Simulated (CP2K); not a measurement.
A self-consistent single point of LaSb₂Au (P4/nmm, 8 atoms in the cell) with CP2K

Method: PBEsol, GPW, DZVP-MOLOPT-SR-GTH basis, GTH-PBE potentials (GTH_POTENTIALS) run with CP2K 2026.2.

Input:

```
&GLOBAL
  PROJECT lasb2au
  RUN_TYPE ENERGY_FORCE
  PRINT_LEVEL LOW
&END GLOBAL
&FORCE_EVAL
  METHOD Quickstep
  STRESS_TENSOR ANALYTICAL
  &DFT
    BASIS_SET_FILE_NAME BASIS_MOLOPT
    BASIS_SET_FILE_NAME BASIS_MOLOPT_UCL
    POTENTIAL_FILE_NAME GTH_POTENTIALS
    &QS
      METHOD GPW
      EPS_DEFAULT 1E-10
    &END QS
    &MGRID
      CUTOFF 500
      REL_CUTOFF 50
      NGRIDS 5
    &END MGRID
    &SCF
      SCF_GUESS ATOMIC
      EPS_SCF 1E-7
      MAX_SCF 100
      ADDED_MOS 11
      &DIAGONALIZATION
        ALGORITHM STANDARD
      &END DIAGONALIZATION
      &MIXING
        METHOD BROYDEN_MIXING
        ALPHA 0.3
        NBUFFER 8
        BETA 1.5
      &END MIXING
      &SMEAR ON
        METHOD MARZARI_VANDERBILT
        SIGMA [eV] 0.05
      &END SMEAR
    &END SCF
    &KPOINTS
      SCHEME MACDONALD 5 5 3 0.1 0.1 0.1666666667
    &END KPOINTS
    &XC
      &XC_FUNCTIONAL
        &PBE
          PARAMETRIZATION PBESOL
        &END PBE
      &END XC_FUNCTIONAL
    &END XC
    &PRINT
      &MO
        EIGENVALUES T
        OCCUPATION_NUMBERS T
        NDIGITS 8
        FILENAME mo
        &EACH
          QS_SCF 0
        &END EACH
        ADD_LAST NUMERIC
      &END MO
      &MULLIKEN OFF
      &END MULLIKEN
    &END PRINT
  &END DFT
  &SUBSYS
    &CELL
      ABC 4.43600000 4.43600000 10.43200000
      ALPHA_BETA_GAMMA 90.00000000 90.00000000 90.00000000
      PERIODIC XYZ
    &END CELL
    &COORD
      SCALED
      Au       0.00000000     0.00000000     0.00000000
      Au       0.50000000     0.50000000     0.00000000
      Sb       0.50000000     0.00000000     0.16940000
      Sb       0.00000000     0.50000000     0.83060000
      La       0.50000000     0.00000000     0.75315000
      La       0.00000000     0.50000000     0.24685000
      Sb       0.00000000     0.00000000     0.50000000
      Sb       0.50000000     0.50000000     0.50000000
    &END COORD
    &KIND Au
      BASIS_SET DZVP-MOLOPT-SR-GTH
      POTENTIAL GTH-PBE-q11
    &END KIND
    &KIND Sb
      BASIS_SET DZVP-MOLOPT-SR-GTH
      POTENTIAL GTH-PBE-q5
    &END KIND
    &KIND La
      BASIS_SET DZVP-MOLOPT-SR-GTH
      POTENTIAL GTH-PBE-q11
    &END KIND
  &END SUBSYS
  &PRINT
    &FORCES ON
    &END FORCES
    &STRESS_TENSOR ON
    &END STRESS_TENSOR
  &END PRINT
&END FORCE_EVAL
```

Output, abridged:

```
 GLOBAL| Method name                                                        CP2K
 GLOBAL| Project name                                                    lasb2au
 GLOBAL| Run type                                                   ENERGY_FORCE

 TOTAL NUMBERS AND MAXIMUM NUMBERS

  Total number of            - Atomic kinds:                                   3
                             - Atoms:                                          8
                             - Shell sets:                                     8
                             - Shells:                                        50
                             - Primitive Cartesian functions:                 44
                             - Cartesian basis functions:                    178
                             - Spherical basis functions:                    154

  Maximum angular momentum of- Orbital basis functions:                        3
                             - Local part of the GTH pseudopotential:          2
                             - Non-local part of the GTH pseudopotential:      4

 SCF PARAMETERS         Density guess:                                    ATOMIC
                        max_scf:                                             100
                        max_diis:                                              4
                        eps_scf:                                        1.00E-07
                        eps_diis:                                       1.00E-01
                        eps_eigval:                                     1.00E-05
                        level_shift [a.u.]:                             0.000000
                        added MOs                                        11    0
                        Mixing method:                            BROYDEN_MIXING
                                                charge density mixing in g-space
                        Smear method:                         MARZARI_VANDERBILT
                        Smearing width (sigma) [a.u.]:                  1.84E-03
                        Accuracy threshold:                             1.00E-10
                        No outer SCF

 Extrapolation method: initial_guess

 Number of electrons:                                                         64
 Number of occupied orbitals:                                                 32
 Number of molecular orbitals:                                                43

 Number of orbital functions:                                                154
 Number of independent orbital functions:                                    154

 SCF WAVEFUNCTION OPTIMIZATION

  Step     Update method      Time    Convergence         Total energy    Change
     1 NoMix/Diag. 0.30E+00      -     1.09830434      -152.8203451231 -1.53E+02
     2 Broy./Diag. 0.30E+00      -     0.10618611      -155.8402229184 -3.02E+00
     3 Broy./Diag. 0.30E+00      -     0.12472519      -153.7980130178  2.04E+00
     4 Broy./Diag. 0.30E+00      -     0.06612225      -152.1798276414  1.62E+00
     5 Broy./Diag. 0.30E+00      -     0.02194895      -151.7667753996  4.13E-01
     6 Broy./Diag. 0.30E+00      -     0.01605984      -151.9575798448 -1.91E-01
     7 Broy./Diag. 0.30E+00      -     0.00547311      -152.0096202805 -5.20E-02
   [... 9 lines left out ...]
    17 Broy./Diag. 0.30E+00      -     0.00000090      -151.9511139412 -3.93E-06
    18 Broy./Diag. 0.30E+00      -     0.00000100      -151.9511078679  6.07E-06
    19 Broy./Diag. 0.30E+00      -     0.00000037      -151.9511061682  1.70E-06
    20 Broy./Diag. 0.30E+00      -     0.00000023      -151.9511068297 -6.62E-07
    21 Broy./Diag. 0.30E+00      -     0.00000008      -151.9511075841 -7.54E-07

  *** SCF run converged in    21 steps ***

  Electronic density on regular grids:        -63.9999999994        0.0000000006
  Core density on regular grids:               63.9999999867       -0.0000000133
  Total charge density on r-space grids:       -0.0000000126
  Total charge density g-space grids:          -0.0000000126

  Overlap energy of the core charge distribution:               0.00000001110333
  Self energy of the core charge distribution:               -291.12111015473090
  Core Hamiltonian energy:                                     71.80532232773720
  Hartree energy:                                              92.16009969252190
  Exchange-correlation energy:                                -24.79550513324710
  Smearing free energy correction:                              0.00008567259569
  Fermi energy:                                                 0.30440753201361

  Total energy:                                              -151.95110758406207

 ENERGY| Total FORCE_EVAL ( QS ) energy [hartree]           -151.951108657840138

 FORCES| Atomic forces [hartree/bohr]
 FORCES|   Atom     x               y               z               |f|
 FORCES|      1  1.68102442E-11  4.85154796E-11 -9.13639039E-08   9.13639183E-08
 FORCES|      2  4.85174806E-11  1.68090582E-11 -3.68039043E-08   3.68039401E-08
 FORCES|      3  2.07181594E-12  2.06565150E-12  1.25061514E-02   1.25061514E-02
 FORCES|      4 -1.53660955E-12 -1.53685918E-12 -1.25066079E-02   1.25066079E-02
 FORCES|      5  6.16329146E-10  6.16344699E-10 -8.22909900E-03   8.22909900E-03
 FORCES|      6  6.17363584E-10  6.17348419E-10  8.22985217E-03   8.22985217E-03
 FORCES|      7  1.69848254E-12  1.41614412E-12 -6.88096927E-07   6.88096927E-07
 FORCES|      8  1.43194576E-12  1.71699131E-12  5.19742603E-07   5.19742603E-07
 FORCES| Sum     1.30268609E-09  1.30267958E-09  1.39498702E-10
 FORCES| Total atomic force                                       1.84754568E-09

 STRESS| Analytical stress tensor [bar]
 STRESS|                        x                   y                   z
 STRESS|      x        3.47472134227E+04   2.02369771334E-04   2.50147594675E-05
 STRESS|      y        2.02369771334E-04   3.47453445400E+04   2.50163291792E-05
 STRESS|      z        2.50147594675E-05   2.50163291792E-05   1.54082575681E+04
 STRESS| 1/3 Trace                                             2.83002718436E+04
```

The run converged in 21 iterations.

The starting cell comes from a database of published, mostly measured structures (it also holds non-ambient and calculated ones), without a prior relaxation at this level. Values carry the incompleteness of an atom-centred basis. The potentials were made for another functional than the one used.

Cost on one core of a shared machine: roughly 70 s.
